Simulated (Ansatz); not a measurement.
GaAs (R3m): band-edge transport data

Consider the following.

```
GaAs
1.0
   -0.04430     2.83116     2.83116
    2.83116    -0.04430     2.83116
    2.83116     2.83116    -0.04430
Ga As
1 1
Cartesian
 -0.00599  -0.00599  -0.00599
  1.41050   1.41050   1.41050
```

Method: r2SCAN with spin-orbit coupling, rigid bands (plane waves, PAW; Ansatz, an electronic-structure program). Condition of this run: biaxial stress in (111) of -2.4 GPa (compression positive) (the target of the relaxation). Cell: cell and atoms relaxed with PBEsol, then loaded as said.

* **band gap**: 0.61 eV
* **electron conductivity mass (300 K, dilute)**: 0.050 mₑ
* **hole conductivity mass (300 K, dilute)**: 0.25 mₑ
* **effective density of states N_c (300 K)**: 2.5e17 cm⁻³
* **effective density of states N_v (300 K)**: 4.3e18 cm⁻³
* **density-of-states mass, electrons**: 0.046 mₑ
* **density-of-states mass, holes**: 0.31 mₑ
* **Seebeck coefficient, n-type 1e19 cm⁻³, 300 K**: -59 μV/K
* **Seebeck coefficient, p-type 1e19 cm⁻³, 300 K**: 198 μV/K

Rigid bands; masses and Seebeck coefficients take one relaxation time τ for all states and one kind of carrier; polarons and phonon drag are left out. Geometry: cell and atoms relaxed with PBEsol.
